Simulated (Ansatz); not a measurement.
The reference is InP in the zinc blende structure (space group F-43m, No. 216; a = 5.960 Å). Axes: x, y, z lie along the cube axes.

The values are results of PBE (Ansatz, an electronic-structure program, PAW, no spin-orbit coupling), not measurements.

Perturbation: the cell is scaled by 1.0100 in all directions, atoms relaxed at fixed cell.

### Question
Predict the stress tensor and what it implies for the stiffness.

### Answer
Stress of the strained cell less that of the base (GPa, compression positive):
```
  -1.65    0.00    0.00
   0.00   -1.65    0.00
   0.00    0.00   -1.65
```

Then B = −ΔP/(ΔV/V₀) with ΔV/V₀ = 0.0303 gives secant stiffness values (nonlinear terms included at this strain): B ≈ 55 GPa.

As a check, the harmonic strain energy −½ V₀ Δσ:ε is 4.1 meV/atom; the computed energy rise is 4.3 meV/atom.

No phonon test of stability was made.
